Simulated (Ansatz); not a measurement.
## Effect of pressure 2.1 GPa on TiC

Start from TiC in the rock salt structure (space group Fm-3m, No. 225; a = 4.2609 Å).

Modification: cell and atoms relaxed at a pressure of 2.1 GPa.

Computed with Kohn–Sham DFT with the LDA functional, run in Ansatz (a first-principles code) with PAW and 420 eV plane waves, no SOC. Γ-centred 19×19×19 mesh, Fermi–Dirac width 0.05 eV.

* **Density**: 5.18 g/cm³ (base 5.14 g/cm³)
* **Shortest interatomic distance**: 2.125 Å (base 2.130 Å)
* **Enthalpy H = E + PV relative to the base's energy**: +0.13 eV/atom
* **Band gap**: zero (base zero)

Load acts through the strain it causes; cell and atoms are relaxed under it. Stability against distortions was not tested. All final runs are without spin polarisation.
